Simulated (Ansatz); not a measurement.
Take PbSe in the rock salt structure (space group Fm-3m, No. 225; a = 6.178 Å) as the base.

Computed with DFT with r2SCAN, PAW potentials and a 500 eV plane-wave cutoff in Ansatz (a quantum-chemistry and plane-wave program), no spin-orbit coupling.

Before the change:

| Quantity | Value |
|---|---|
| Pressure | 0.00 GPa |
| Valley order | L along ⟨111⟩ 0.66 eV; a point along ⟨110⟩, about 0.6 Å⁻¹ from Γ 1.46 eV |
| Hole mass | 0.24 mₑ along k, 0.11 mₑ across (at L) |
| Width of the top valence band | 3.20 eV |

One thing is altered: the cell is scaled by 0.9801 in all directions; the atoms relax in the strained cell.

Question: Estimate the effect on the pressure.

Answer: The pressure goes from zero to 3.53 GPa.

Question: What does the calculation give for the valley order after the change?

Answer: The valley order (the lowest conduction-band minima on the path, energy above the VBM, named in the base's zone) goes from L along ⟨111⟩ 0.66 eV; a point along ⟨110⟩, about 0.6 Å⁻¹ from Γ 1.46 eV to L along ⟨111⟩ 0.45 eV; a point along ⟨110⟩, about 0.6 Å⁻¹ from Γ 1.31 eV.

Question: What happens to the energy relative to the base?

Answer: The energy grows by 18 meV/atom.

Question: Predict the new hole mass.

Answer: The hole mass changes from 0.24 mₑ along k, 0.11 mₑ across (at L) to 0.16 mₑ along k, 0.090 mₑ across (at L).

Question: Predict the new width of the top valence band.

Answer: The width of the top valence band grows by 0.47 eV, from 3.20 eV to 3.67 eV.

With Pb present, leaving out spin-orbit coupling can change the band edges. The levels and masses belong to the bands next to the band gap. Masses are band curvatures over ±0.01 Å⁻¹ around the edge. Along k means along the line from Γ to the band edge. Whether these cells are dynamically stable was not tested.
